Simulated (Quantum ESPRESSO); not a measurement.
Checking a run of Quantum ESPRESSO on Mg2B2AsIr5 (P4/mbm, 20 atoms in the cell). The aim is a self-consistent single point with DFT, PBEsol, plane waves, GBRV 1.5 ultrasoft (PBESOL) pseudopotentials.

Cell that was meant: a = 9.4884 Å, b = 9.4884 Å, c = 2.9891 Å, α = 90.00°, β = 90.00°, γ = 90.00°.

Part of the input:

```fortran
  ecutrho = 320
  occupations = 'smearing'
  smearing = 'fd'
  degauss = 0.1
/
&ELECTRONS
  conv_thr = 1.0d-10
```

Output (repeated stretches shortened):

```
     G-vector sticks info
     --------------------
     sticks:   dense  smooth     PW     G-vecs:    dense   smooth      PW
   [... lines left out ...]
        k(   10) = (  -0.5000000  -0.5000000   0.4534753), wk =   0.1428571
        k(   11) = (  -0.5000000  -0.5000000   0.9069507), wk =   0.1428571
        k(   12) = (  -0.5000000  -0.5000000   1.3604260), wk =   0.1428571

     Dense  grid:   175437 G-vectors     FFT dimensions: ( 108, 108,  36)

     Smooth grid:    62155 G-vectors     FFT dimensions: (  80,  80,  24)

     Initial potential from superposition of free atoms

     starting charge     205.7972, renormalised to     212.0000

     negative rho (up, down):  3.692E+00 0.000E+00
     Self-consistent Calculation

     iteration #  1     ecut=    40.00 Ry     beta= 0.70

     negative rho (up, down):  2.935E+00 0.000E+00

     total energy              =   -2416.07364321 Ry
     estimated scf accuracy    <      17.96753770 Ry

     iteration #  2     ecut=    40.00 Ry     beta= 0.70

     negative rho (up, down):  3.224E+00 0.000E+00

     total energy              =   -2419.49174026 Ry
     estimated scf accuracy    <      30.42566008 Ry

     iteration #  3     ecut=    40.00 Ry     beta= 0.70

     negative rho (up, down):  3.230E+00 0.000E+00

     total energy              =   -2424.12550466 Ry
     estimated scf accuracy    <       9.30630381 Ry

   [... 10 blocks of this kind left out ...]

     iteration # 14     ecut=    40.00 Ry     beta= 0.70

     negative rho (up, down):  3.188E+00 0.000E+00

     total energy              =   -2425.18411685 Ry
     estimated scf accuracy    <          1.3E-10 Ry

     iteration # 15     ecut=    40.00 Ry     beta= 0.70

     negative rho (up, down):  3.188E+00 0.000E+00
     End of self-consistent calculation

     the Fermi energy is    17.6730 ev

!    total energy              =   -2425.18411685 Ry
     estimated scf accuracy    <          2.8E-12 Ry
     smearing contrib. (-TS)   =      -4.34939682 Ry
     internal energy E=F+TS    =   -2420.83472003 Ry

     convergence has been achieved in  15 iterations

     negative rho (up, down):  3.188E+00 0.000E+00

     Forces acting on atoms (cartesian axes, Ry/au):

     atom    1 type  1   force =    -0.00000155   -0.00000155    0.00000000
     atom    2 type  1   force =     0.00000155    0.00000155    0.00000000
     atom    3 type  1   force =     0.00000155   -0.00000155   -0.00000000
     atom    4 type  1   force =    -0.00000155    0.00000155   -0.00000000
   [... lines left out ...]
     Total force =     0.034503     Total SCF correction =     0.000004
   [... lines left out ...]

     negative rho (up, down):  3.188E+00 0.000E+00
          total   stress  (Ry/bohr**3)                   (kbar)     P=      151.69
   0.00093834   0.00000000   0.00000000          138.03        0.00        0.00
   0.00000000   0.00093834   0.00000000            0.00      138.03        0.00
   0.00000000   0.00000000   0.00121677            0.00        0.00      178.99

   JOB DONE.
```

### Question
Is this run sound? If not, what is wrong?

### Answer
The run is not sound. The fault is a smearing width that is far too large. A width of many tenths of an electronvolt moves electrons far across the Fermi level or the gap, and the free energy and its derivatives carry a large smearing term. To fix it, use a width small against the gap or band features. The run converged in 15 iterations without an error; against the sound input the free energy goes down by 1.43 eV/atom, the pressure goes from -8.35 to 15.17 GPa and the largest force goes from 0.131 to 0.311 eV/Å.

An input that runs soundly differs in these lines (not the only fix; some lines may just follow from the change or write a value another way):
```diff
-  degauss = 0.1
+  degauss = 0.0073499
```

With that input, the run converged in 13 iterations: free energy E − TS -32967.6806 eV; Fermi level (on the code's own zero) 17.16 eV; pressure -8.35 GPa; largest force (vector length) 0.131 eV/Å (DFT, PBEsol, plane waves, GBRV 1.5 ultrasoft (PBESOL) pseudopotentials).

On the sound input: the starting cell comes from a database of computed structures (which also holds hypothetical and non-ambient phases and stackings), without a prior relaxation at this level. Spin polarisation is off. With a pressure of about -8 GPa the cell is away from its equilibrium volume at this level. Without a gap this mesh is coarse (it stands for a supercell whose shortest vector is 19 Å).
